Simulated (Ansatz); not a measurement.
Convergence study of the k-point mesh for FeAl (P4mm, 2 atoms in the cell)

```
FeAl
1.0
    2.91873     0.00000     0.00000
    0.00000     2.91873     0.00000
    0.00000     0.00000     2.91873
Al Fe
1 1
Direct
  0.50000   0.50000   0.51713
  0.00000   0.00000   0.00000
```

Computed with LDA (PW92), default PAW files made with PBE (plane waves; Ansatz, a first-principles code).

Base settings: basis.ecutwfc = 420 eV; kpoints.mp_grid.grid = 11 11 11; hamiltonian.xc = lda; hamiltonian.pseudopotentials = {kind: paw} (the program's default PAW files); scf.occupations.method = fermi_dirac; scf.occupations.width = 0.1 eV.

The second cell is the first with its lattice scaled by 0.98.

Only quantities that move along the ladder and can be compared are tabulated.

The count of work is k-points × plane waves × bands × iterations; it is no time. Core times come from one kind of shared machine, to one figure; runs under 30 s give none.

The starting cell has typed, rounded lattice constants, without a prior relaxation at this level. Its lattice was rescaled by up to half a per cent. One atom was moved a little off its site on purpose. Spin polarisation is off. In the base run, with a pressure of about -18 GPa the cell is away from its equilibrium volume at this level. Ansatz's pressure includes its estimate of the finite-basis (Pulay) stress.

Steps (kpoints.mp_grid.grid): 2 2 2; 3 3 3; 4 4 4; 5 5 5; 6 6 6; 7 7 7; 8 8 8; 9 9 9; 10 10 10; 11 11 11; 12 12 12; 13 13 13; 15 15 15; 16 16 16; 20 20 20; 22 22 22; 24 24 24; 27 27 27; 30 30 30; 33 33 33; 37 37 37.

Question: What is the coarsest kpoints.mp_grid.grid that holds the energy of the compressed cell less the first within 2 meV/atom of the last step, with all finer ones?

Answer: 6 6 6, at 0.011 of the last step's count of work; the step before is off by 3.3 meV/atom.

Question: What is the coarsest kpoints.mp_grid.grid that holds the forces within 0.02 eV/Å of the last step, with all finer ones?

Answer: 3 3 3, at 0.0017 of the last step's count of work; the step before is off by 0.096 eV/Å.

Question: What is the coarsest kpoints.mp_grid.grid that holds the free energy within 0.5 meV/atom of the last step, with all finer ones?

Answer: 15 15 15, at 0.080 of the last step's count of work; the step before is off by 0.60 meV/atom.

```csv
kpoints.mp_grid.grid,free energy less the last step's (meV/atom),energy of the compressed cell less the first (meV/atom),pressure (GPa),largest difference of a force vector from the last step's (eV/Å),count of work / last,core time / last (rough)
2 2 2,66.29,-44.32,-14.29,0.096,0.0019,–
3 3 3,26.73,-62.04,-17.81,0.001,0.0017,–
4 4 4,-42.69,-68.35,-19.02,0.004,0.0050,–
5 5 5,22.16,-59.36,-17.20,0.001,0.0050,–
6 6 6,-3.06,-63.22,-17.97,0.004,0.011,–
7 7 7,-1.86,-62.94,-17.92,0.001,0.011,–
8 8 8,5.35,-61.72,-17.67,0.001,0.021,–
9 9 9,-3.46,-63.36,-18.00,0.000,0.021,–
10 10 10,0.25,-62.60,-17.85,0.000,0.035,–
11 11 11,0.69,-62.55,-17.84,0.000,0.035,–
12 12 12,-0.90,-62.90,-17.91,0.000,0.054,–
13 13 13,0.60,-62.50,-17.83,0.000,0.054,–
15 15 15,-0.20,-62.72,-17.88,0.000,0.080,–
16 16 16,0.21,-62.60,-17.85,0.000,0.11,–
20 20 20,-0.05,-62.70,-17.87,0.000,0.20,–
22 22 22,0.02,-62.66,-17.86,0.000,0.26,–
24 24 24,0.01,-62.66,-17.86,0.000,0.33,0.5
27 27 27,0.01,-62.67,-17.86,0.000,0.41,0.4
30 30 30,0.00,-62.67,-17.87,0.000,0.60,0.6
33 33 33,0.00,-62.67,-17.87,0.000,0.72,0.8
37 37 37,0.00,-62.67,-17.87,0.000,1.0,1
```

The energy difference between the two cells stays within 1 meV/atom of the last step's from 6 6 6 on, the total only from 10 10 10 on: much of the error is common to both cells and cancels.

Keys are those of Ansatz 0.2.
